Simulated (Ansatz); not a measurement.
## SnSe$_{2}$ in the CdI2 type structure (space group P-3m1, No. 164; layered, stacked along the Cartesian z axis)

Space group P-3m1 (No. 164); a = b = 3.794 Å, c = 5.742 Å, α = β = 90.00°, γ = 120.00°

| atom | site | symmetry | x | y | z |
|---|---|---|---|---|---|
| Sn | 1a | -3m. | 0.0000 | 0.0000 | 0.0000 |
| Se | 2d | 3m. | 0.3333 | 0.6667 | 0.2761 |

All numbers come from plane-wave PAW DFT at the PBEsol-D3(BJ) level (Ansatz, a quantum-chemistry and plane-wave program, 420 eV), without spin-orbit coupling, earlier PAW set. Γ-centred 10×10×6 mesh, Fermi–Dirac width 0.05 eV.

```json
{
  "volume_per_atom": "23.86 Å³",
  "density": "6.42 g/cm³",
  "band_gap": "zero",
  "total_energy": "-5600.112 eV/atom (σ→0; compares only within this code and set-up)"
}
```

Whether these cells are dynamically stable was not tested. The final runs are not spin-polarised. Gaps under 0.05 eV, about the width of the smearing, are given as zero. A zero or small gap of SnSe2 can be the functional's error rather than a property of the material.
